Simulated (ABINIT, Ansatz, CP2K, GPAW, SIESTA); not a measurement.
## One structure in several programs: AlCo (Pm-3m, 2 atoms in the cell)

Self-consistent single point.

```xyz
2
Lattice="2.7952 0.0000 0.0000 0.0000 2.7952 0.0000 0.0000 0.0000 2.7952" Properties=species:S:1:pos:R:3 pbc="T T T"
Al     0.0000     0.0000     0.0000
Co     1.3976     1.3976     1.3976
```

Shared settings, as Ansatz (a quantum-chemistry and plane-wave program) writes them: kpoints.mp_grid.grid = 9 9 9; scf.occupations.method = gaussian; scf.occupations.width = 0.272 eV. Potentials and cutoffs stand in the table.

```csv
code,model,pressure (GPa),cutoff
GPAW,"LDA (Perdew-Wang 92), GPAW PAW datasets LDA (gpaw-data 1.0.1)",1.13,850 eV
Ansatz,"LDA (PW92), default PAW files made with PBE",-0.34,420 eV
ABINIT,"LDA (PW92), PAW (JTH v2.0 LDA PAW)",-0.43,60 Ry
SIESTA,"LDA PW92, numerical atomic orbitals DZP, PseudoDojo LDA standard norm-conserving potentials (rewritten from UPF to PSML)",-2.70,grid 350 Ry
CP2K,"LDA (Pade form), GPW, DZVP-MOLOPT-SR-GTH basis, GTH-PADE potentials (GTH_POTENTIALS)",-1.42,grid 600 Ry
```

On Ansatz's run: spin polarisation is off.

The spread over the programs that give each value: pressure within 3.83 GPa.

SIESTA and CP2K use small atom-centred bases, whose incompleteness enters pressures, forces and empty levels differently from a plane-wave cutoff. Ansatz's pressure is given at a fixed set of plane waves, as the other plane-wave codes print theirs; with its correction for the finite basis it is -0.17 GPa. In the pressure, GPAW (by 1.47), SIESTA (by 2.36) and CP2K (by 1.09) lie more than 1 GPa from the median of the plane-wave programs.

The starting cell comes from a database of computed structures (which also holds hypothetical and non-ambient phases and stackings), without a prior relaxation at this level. Its lattice was rescaled by a random factor within 2.5 % of one.

Left out of this page: Elk and FLEUR (not drawn, or without a comparable value).

Keys are those of Ansatz 0.2.
